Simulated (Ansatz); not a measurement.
**Ti3Al under a change: P on a Al site, symmetric start**

Base system: an 8-atom supercell of Ti₃Al (space group P6_3/mmc, No. 194; a = 5.7474 Å, c = 4.6319 Å) at its relaxed geometry.

Perturbation: one Al atom is replaced by P, atoms relaxed at fixed cell.

Calculations: r2SCAN (Ansatz, an electronic-structure program, PAW, spin-orbit coupling left out), earlier PAW set. Γ-centred 10×10×10 mesh, Fermi–Dirac width 0.05 eV.

| quantity | base | changed | shift |
|---|---|---|---|
| pressure | 0.0 GPa | -6.8 GPa | -6.8 GPa |
| energy gained by relaxation | – | 0.02 eV | – |
| largest displacement of a host atom from its site in the perfect cell | – | 0.04 Å | – |
| mean distance from the defect site to its nearest host atoms | 2.83 Å | 2.81 Å | -0.02 Å |

The cell is small, so the values are those of an ordered compound at a high defect concentration; dilute-limit values will differ. The defect started on the symmetric site and kept its symmetry, so it may sit on a saddle. All final runs are without spin polarisation. The defect cell is not spin-polarised.
